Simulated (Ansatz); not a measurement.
GaAs (F-43m) under biaxial stress in (001) (compression positive): electron conductivity mass by r2SCAN with spin-orbit coupling, rigid bands (plane waves, PAW; Ansatz, an electronic-structure program). The unloaded cell, whose axes the loads refer to:

Space group F-43m (No. 216); a = b = c = 5.659 Å, α = β = γ = 90.00°

```
atom  site  symmetry       x       y       z
----  ----  --------  ------  ------  ------
Ga      4a      -43m  0.0000  0.0000  0.0000
As      4d      -43m  0.7500  0.7500  0.7500
```
(The calculation used a cell of 2 atoms; values per cell refer to that cell.)

```json
[
 {"biaxial stress in (001) (compression positive) (GPa)": "-3.6", "volume per atom (Å³)": "23.52", "electron conductivity mass (mₑ)": "0.0408"},
 {"biaxial stress in (001) (compression positive) (GPa)": "-2.4", "volume per atom (Å³)": "23.21", "electron conductivity mass (mₑ)": "0.0485"},
 {"biaxial stress in (001) (compression positive) (GPa)": "-1.2", "volume per atom (Å³)": "22.92", "electron conductivity mass (mₑ)": "0.0544"},
 {"biaxial stress in (001) (compression positive) (GPa)": "0", "volume per atom (Å³)": "22.65", "electron conductivity mass (mₑ)": "0.0592"},
 {"biaxial stress in (001) (compression positive) (GPa)": "1.2", "volume per atom (Å³)": "22.39", "electron conductivity mass (mₑ)": "?"},
 {"biaxial stress in (001) (compression positive) (GPa)": "2.4", "volume per atom (Å³)": "22.15", "electron conductivity mass (mₑ)": "0.0669"},
 {"biaxial stress in (001) (compression positive) (GPa)": "3.6", "volume per atom (Å³)": "21.92", "electron conductivity mass (mₑ)": "0.0717"}
]
```

Fit a straight line to ln(electron conductivity mass) against the load over the rows given, and predict the row at 1.2 GPa.

The means are x̄ = -0.200 GPa and ȳ = -2.8839; Σ(x − x̄)(y − ȳ) = 2.835 and Σ(x − x̄)² = 38.64, so the slope is 7.34 % per GPa, and the rows given lie within 6.6 % of the line. At 1.2 GPa the line gives 0.0620 mₑ; the calculation gives 0.0633 mₑ, 2.1 % from it.

Masses are for dilute carriers at 300 K, harmonic means over directions unless an axis is named. Stresses and pressures are the targets of the relaxation. The structure type is held at every load. Geometry: cell and atoms relaxed with PBEsol.
